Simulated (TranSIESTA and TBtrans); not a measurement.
Ga chain with one bond stretched by 0.6 Å

System: Ga chain with one bond stretched by 0.6 Å. Leads: straight Ga chain, spacing 2.55 Å. Geometry: as built, not relaxed.

Method: TranSIESTA and TBtrans, PBE, DZP numerical orbitals (energy shift 0.15 eV), PseudoDojo norm-conserving scalar-relativistic potentials, mesh cutoff 200 Ry, 300 K, no spin polarisation, no spin-orbit coupling; self-consistent non-equilibrium Green functions.

| Item | Result |
|---|---|
| Conductance at 300 K (G0 = 2e²/h) | 2.43 |
| Mean T from −0.5 to 0.5 eV | 1.84 |

Energies count from the leads' Fermi level. Transmissions are for one spin of a degenerate pair. The energy step is 0.01 eV; narrower resonances are cut or missed.

```
E (eV)     T  lead channels
------  ----  -------------
-2.00   0.76              1
-1.90   0.77              1
-1.80   0.78              1
-1.70   0.79              1
-1.60   0.81              1
-1.50   0.84              1
-1.40      0              0
-1.30   0.72              1
-1.20   0.75              1
-1.10   0.77              1
-1.00   0.78              1
-0.90   0.79              1
-0.80   0.79              1
-0.70   0.80              1
-0.60   0.80              1
-0.50   0.81              1
-0.40   0.81              1
-0.30   0.81              1
-0.20   1.56              3
-0.10   2.34              3
0.00    2.45              3
0.10    2.40              3
0.20    2.31              3
0.30    2.22              3
0.40    2.16              3
0.50    2.11              3
0.60    2.09              3
0.70    2.08              3
0.80    2.09              3
0.90    2.10              3
1.00    2.13              3
1.10    2.16              3
1.20    2.19              3
1.30    2.21              3
1.40    2.24              3
1.50    2.26              3
1.60    2.28              3
1.70    2.30              3
1.80    2.31              3
1.90    2.31              3
2.00    2.31              3
```

The straight chain is held at its spacing; free chains may zigzag or dimerise. No spin-polarised start was tried, so a magnetic state, if there is one, is missed.
